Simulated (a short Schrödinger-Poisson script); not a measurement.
Structure: MOS inversion layer, Al2O3 on p-type Si(100), at 300 K.

```tsv
layer	material	thickness (nm)	Na (cm⁻³)
1	Al2O3	2.5	-
2	Si	1000	1.8e17
```

Constants are typed, rounded textbook-type inputs, not results; the design itself was drawn at random and stands for no fabricated device. Al2O3: permittivity 9, conduction-band edge (eV) 2.7, gap (eV) 6.8, electron mass (mₑ) 0.3. Si: permittivity 11.7, conduction-band edge (eV) 0, gap (eV) 1.124, Nv at 300 K (cm⁻³) 3.1e19.

Channel valleys (confinement mass, in-plane density-of-states mass, number): Δ2 0.916, 0.19, 2; Δ4 0.19, 0.417, 4. At the gate the conduction-band edge of layer 1 lies 3.09 eV − eVg above the Fermi level of the channel; the field vanishes at the back. Gaps are held at their typed values at every temperature. Mesh 0.03 nm at interfaces.

From a short Schrödinger-Poisson script (our own, NumPy): 1D Poisson equation in equilibrium, electrons classical, Fermi-Dirac, parabolic valleys, classical holes, full ionisation, no traps, pinning or gate leakage.

The same stack at other levels of the model or other numerical settings:

```tsv
run	sheet density of all electrons at Vg = 1.15 V (cm⁻²)	sheet density of all electrons at Vg = 0.55 V (cm⁻²)	capacitance at Vg = 1.15 V (μF/cm²)	centroid of the channel electrons at Vg = 1.15 V (nm)	rough cost against the base
base	1.12e13	1.70e12	2.68	0.68	about 1
electrons treated as classical, Boltzmann	(withheld)	1.75e12	(withheld)	0.47	0.2
electrons treated as quantum, Hartree	9.01e12	1.03e12	2.36	1.55	6
mesh six times as coarse	1.10e13	1.65e12	(withheld)	0.76	0.2
```

Task: Fill in the missing entries.

Result: 
- electrons treated as classical, Boltzmann, sheet density of all electrons at Vg = 1.15 V (cm⁻²): 1.20e13
- electrons treated as classical, Boltzmann, capacitance at Vg = 1.15 V (μF/cm²): 2.95
- mesh six times as coarse, capacitance at Vg = 1.15 V (μF/cm²): 2.63

The classical rows ignore confinement, and Boltzmann statistics overrate the density once the band edge passes the Fermi level.
